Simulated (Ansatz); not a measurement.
Start from HgTe in the zinc blende structure (space group F-43m, No. 216; a = 6.510 Å).

The values are results of PBEsol (Ansatz, a first-principles code, PAW, scalar-relativistic without spin-orbit coupling), not measurements.

Before the change:

The magnetic state is not spin-polarised and the shortest interatomic distance is 2.819 Å.

The change: every Te is replaced by Cr; the structure is relaxed again.

Tabulated Pauling electronegativity and covalent radius: Te 2.10, 1.38 Å; Cr 1.66, 1.39 Å.

**Question.** What does the calculation give for the magnetic state after the change?

**Answer.** The magnetic state becomes ferromagnetic (base: not spin-polarised).

**Question.** What does the calculation give for the shortest interatomic distance after the change?

**Answer.** The shortest interatomic distance drops by 0.173 Å (2.819 Å → 2.646 Å).

Other magnetic orders, which the real material may have, were not ruled out. Stability against distortions was not tested. As relaxed here, CrHg is a hypothetical phase, not in the database extracts checked. Spin-polarised in the final run: CrHg; the other runs are not.
